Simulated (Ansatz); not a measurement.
Consider Ir in the fcc (Cu type) structure (space group Fm-3m, No. 225; relaxed with 0.1 eV smearing).

```
CELL_PARAMETERS angstrom
      0.00000     1.90592     1.90592
      1.90592     0.00000     1.90592
      1.90592     1.90592     0.00000
ATOMIC_POSITIONS crystal
  Ir 0.00000 0.00000 0.00000
```

Level of theory: DFT with LDA, PAW potentials and a 420 eV plane-wave cutoff in Ansatz (a program for electronic structure), no spin-orbit coupling.

For the base:

```
Item       Result
--------  -------
Pressure  0.0 GPa
```

Modification: an isotropic linear strain of +2.00 %, atoms relaxed at fixed cell.

Task: What does the calculation give for the energy relative to the base after the change?

Result: The energy increases by 58 meV/atom.

Task: What happens to the pressure?

Result: The pressure goes from zero to -20.7 GPa.

No phonon test of stability was made. All final runs are without spin polarisation.
